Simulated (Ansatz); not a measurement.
Strongest site found for C on several surfaces, against an atom of graphite.

Method: PBE (plane waves to 420 eV, PAW; Ansatz, a first-principles code).

Counted are starts at which the adsorbate stayed whole and on top. Thin slabs; no dispersion, zero-point or thermal terms; negative values mean binding.

```
surface, area an adsorbate         bonded to  E_ads (eV)  shortest bond to the host (Å)
---------------------------------  ---------  ----------  -----------------------------
fcc Pt (111), 14 Å²                     3 Pt        1.52                              ?
bcc Ta (110), 16 Å²                     5 Ta       -0.85                           2.01
hcp Ru (0001), 6 Å²                     3 Ru           ?                           1.93
fcc Ni, ferromagnetic (111), 5 Å²       3 Ni           ?                           1.85
fcc Ag (111), 15 Å²                     3 Ag        4.69                           2.05
fcc Cu (111), 23 Å²                     3 Cu        2.99                           1.84
hcp Ti (0001), 7 Å²                     3 Ti           ?                           1.89
```

Q: Complete the blanks.

A: 
- fcc Pt (111), 14 Å², shortest bond to the host (Å): 1.88
- hcp Ru (0001), 6 Å², E_ads (eV): 1.66
- fcc Ni, ferromagnetic (111), 5 Å², E_ads (eV): 2.83
- hcp Ti (0001), 7 Å², E_ads (eV): 1.45
